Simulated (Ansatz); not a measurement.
Hypothetical I4/mmm Ge: pressure series

Start from Ge (space group I4/mmm, No. 139; a = 7.0514 Å, c = 4.0729 Å; a hypothetical phase, not in the database extracts checked).

Cell and atoms are relaxed at each pressure.

Level of theory: Kohn–Sham DFT with the PBE functional, run in Ansatz (a program for electronic structure) with PAW and 420 eV plane waves, no spin-orbit coupling.

```
P (GPa)  V (Å³/atom)
-------  -----------
-1.99         26.367
-1.00         25.807
0.30          25.174
0.70          24.996
1.50          24.659
3.00          24.090
5.00          23.430
7.50          22.725
10.00         22.116
```

**Question.** Fit a third-order Birch–Murnaghan equation of state.

**Answer.** Least squares on P(V) = (3B₀/2)[(V₀/V)^(7/3) − (V₀/V)^(5/3)]·[1 + (3/4)(B₀′ − 4)((V₀/V)^(2/3) − 1)] gives V₀ = 25.31 Å³/atom, B₀ = 54 GPa and B₀′ = 4.7.

The mesh was chosen for an insulator and is coarse for the gapless case. Load acts through the strain it causes; cell and atoms are relaxed under it. Stability against distortions was not tested. Competing high-pressure phases were not computed.
